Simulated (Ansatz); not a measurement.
# Li in the bcc (W type) structure (space group Im-3m, No. 229)

Space group Im-3m (No. 229); a = 3.435 Å, b = 3.435 Å, c = 3.435 Å, α = 90.00°, β = 90.00°, γ = 90.00°

```csv
atom,site,symmetry,x,y,z
Li,2a,m-3m,0.0000,0.0000,0.0000
```
(The calculation used a cell of 1 atom; values per cell refer to that cell.)

Computed with Kohn–Sham DFT with the PBE functional, run in Ansatz (a first-principles code) with PAW and 420 eV plane waves, no spin-orbit coupling. Settings: 19×19×19 k-points, 0.05 eV Fermi–Dirac smearing.

| Item | Value |
|---|---|
| Volume per atom | 20.27 Å³ |
| Density | 0.57 g/cm³ |
| Band gap | zero |
| Total energy | -204.686 eV/atom (σ→0; compares only within this code and set-up) |

Stability against distortions was not tested.
